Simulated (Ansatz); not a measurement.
## A computed series for YN: carrier doping

Start from YN in the rock salt structure (space group Fm-3m, No. 225; a = 4.9058 Å).

Carriers are added at fixed cell with a uniform background; the Fermi–Dirac width is that of 300 K.

Level of theory: PBE (Ansatz, a quantum-chemistry and plane-wave program; PAW; 420 eV plane waves; scalar-relativistic without spin-orbit coupling).

Candidates:
(a) electrons 7.0×10^20 cm⁻³
(b) holes 7.0×10^21 cm⁻³
(c) holes 3.0×10^21 cm⁻³

Base values:

```
Quantity                       Result
----------------------------  -------
Gap between the host's bands  0.21 eV
```

Problem. Order them by gap between the host's bands, highest first.

Solution. (b) holes 7.0×10^21 cm⁻³ (0.47 eV), (c) holes 3.0×10^21 cm⁻³ (0.32 eV), (a) electrons 7.0×10^20 cm⁻³ (0.21 eV)

Charged cell with a jellium background: band edges are those of the host's band count, energies are not comparable with the neutral cell, and many-body gap narrowing is missing. No phonon test of stability was made. The base started in P3_121 and relaxed to Fm-3m at this level. The zero or small gap of YN can change with the level of theory.
